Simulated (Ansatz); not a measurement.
The reference is C in the graphite type structure (space group P6_3/mmc, No. 194; layered, stacked along the Cartesian z axis).

```
C
1.0
    2.45537     0.00000     0.00000
   -1.22769     2.12641     0.00000
    0.00000     0.00000     6.67102
C
4
Direct
  0.00000   0.00000   0.25000
  0.00000   0.00000   0.75000
  0.33333   0.66667   0.25000
  0.66667   0.33333   0.75000
```

The values are results of r2SCAN+rVV10 (Ansatz, a quantum-chemistry and plane-wave program; PAW; 500 eV plane waves; spin-orbit coupling left out), not measurements.

One change was made to it. Results:

The c/a ratio falls by 0.191 (2.717 → 2.526); the volume per atom decreases by 0.71 Å³, from 8.71 Å³ to 8.00 Å³.

Question: What was done to the base?
A. pressure 10 GPa
B. pressure 0.3 GPa
C. pressure 0.7 GPa
D. pressure 1.5 GPa
E. pressure 5 GPa

Answer: E, pressure 5 GPa. For comparison, the volume per atom in the other runs: pressure 1.5 GPa gives 8.43 Å³; pressure 0.7 GPa gives 8.57 Å³; pressure 10 GPa gives 7.61 Å³; pressure 0.3 GPa gives 8.64 Å³.

The mesh was chosen for an insulator and is coarse for the gapless case. Load acts through the strain it causes; cell and atoms are relaxed under it. No phonon test of stability was made. Competing high-pressure phases were not computed.
